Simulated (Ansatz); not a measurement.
## ZnS under load (space group F-43m): band-edge transport data

Input:

```yaml
crystal:
  lattice:
    - [0.00000, 2.60456, 2.60456]
    - [2.60456, 0.00000, 2.60456]
    - [2.60456, 2.60456, 0.00000]
  atoms:
    - { symbol: Zn, position: [0.00000, 0.00000, 0.00000] }
    - { symbol: S, position: [0.25000, 0.25000, 0.25000] }
```

Level of theory: r2SCAN with spin-orbit coupling, rigid bands (plane waves, PAW; Ansatz, an electronic-structure program). Condition of this run: hydrostatic pressure 10 GPa (the target of the relaxation). How the cell was made: cell and atoms relaxed with r2SCAN, then loaded as said.

```yaml
band_gap: 3.17 eV
electron conductivity mass (300 K, dilute): 0.22 mₑ
hole conductivity mass (300 K, dilute): 0.77 mₑ
effective density of states N_c (300 K): 2.6e18 cm⁻³
effective density of states N_v (300 K): 4.5e19 cm⁻³
density_of_states_mass_electrons: 0.22 mₑ
density_of_states_mass_holes: 1.49 mₑ
Seebeck coefficient, n-type 1e19 cm⁻³, 300 K: -124 μV/K
best n-type power factor at 300 K for τ = 10 fs (best axis; densities from 1e16 to 1e21 cm⁻³ tried, whether or not they can be reached): 7.5 μW/(cm·K²) at 3e20 cm⁻³
Seebeck coefficient, p-type 1e19 cm⁻³, 300 K: 377 μV/K
best p-type power factor at 300 K for τ = 10 fs (best axis; densities from 1e16 to 1e21 cm⁻³ tried, whether or not they can be reached): 16.7 μW/(cm·K²) at 3e20 cm⁻³
```

Rigid bands; masses and Seebeck coefficients take one relaxation time τ for all states and one kind of carrier; polarons and phonon drag are left out.
